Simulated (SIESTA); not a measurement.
Band structure of Sc2Te3 (Immm, 5 atoms in the cell).

```yaml
crystal:
  lattice:
    - [-2.05682, 2.92854, 6.39020]
    - [2.05682, -2.92854, 6.39020]
    - [2.05682, 2.92854, -6.39020]
  atoms:
    - { symbol: Sc, position: [0.66236, 0.66236, 0.00000] }
    - { symbol: Sc, position: [0.33764, 0.33764, 0.00000] }
    - { symbol: Te, position: [0.50000, 0.00000, 0.50000] }
    - { symbol: Te, position: [0.17644, 0.67644, 0.50000] }
    - { symbol: Te, position: [0.82356, 0.32356, 0.50000] }
```

Method: LDA PW92, numerical atomic orbitals DZP, PseudoDojo LDA standard norm-conserving potentials (rewritten from UPF to PSML) (SIESTA).

Settings: XC.functional = LDA; XC.authors = PW92; potentials = PseudoDojo LDA standard; PAO.BasisSize = DZP; PAO.EnergyShift = 0.005 Ry; MeshCutoff = 350 Ry; kgrid.MonkhorstPack = 4 4 4; OccupationFunction = MP; OccupationMPOrder = 0; ElectronicTemperature = 200 meV; MaxSCFIterations = 150; SCF.Mixer.Method = Broyden; SCF.Mixer.Weight = 0.1; SCF.Mixer.History = 6.

The starting cell comes from a database of computed structures (which also holds hypothetical and non-ambient phases and stackings), without a prior relaxation at this level. Spin-orbit coupling is off. Values carry the incompleteness of an atom-centred basis.

Levels in eV from the Fermi level, bands 32 to 37:
```json
[
 {"point": "Γ", "32": "-1.74", "33": "-0.20", "34": "-0.09", "35": "0.06", "36": "0.51", "37": "0.76"},
 {"point": "X", "32": "-2.20", "33": "-1.57", "34": "-1.45", "35": "-1.25", "36": "0.30", "37": "0.38"},
 {"point": "L", "32": "-2.30", "33": "-2.29", "34": "-1.93", "35": "-1.03", "36": "1.04", "37": "1.10"},
 {"point": "T", "32": "-2.55", "33": "-2.38", "34": "-1.93", "35": "-0.95", "36": "1.14", "37": "1.20"},
 {"point": "W", "32": "-2.42", "33": "-2.40", "34": "-2.08", "35": "-1.01", "36": "1.23", "37": "1.28"},
 {"point": "R", "32": "-2.43", "33": "-1.61", "34": "-1.51", "35": "-1.34", "36": "0.13", "37": "0.91"},
 {"point": "X1", "32": "-2.20", "33": "-1.57", "34": "-1.45", "35": "-1.25", "36": "0.30", "37": "0.38"},
 {"point": "Z", "32": "-1.74", "33": "-1.56", "34": "-1.31", "35": "-0.86", "36": "0.02", "37": "0.81"},
 {"point": "Y", "32": "-1.45", "33": "-1.38", "34": "-1.30", "35": "-0.90", "36": "0.34", "37": "1.16"},
 {"point": "S", "32": "-2.05", "33": "-1.57", "34": "-1.08", "35": "-0.41", "36": "0.35", "37": "1.08"},
 {"point": "L1", "32": "-2.30", "33": "-2.29", "34": "-1.93", "35": "-1.03", "36": "1.04", "37": "1.10"},
 {"point": "Y1", "32": "-1.45", "33": "-1.38", "34": "-1.30", "35": "-0.90", "36": "0.34", "37": "1.16"}
]
```

Bands cross the Fermi level along this path, so the cell is metallic at this level.

Higher empty bands are left out: an atom-centred basis made for the valence describes them poorly.
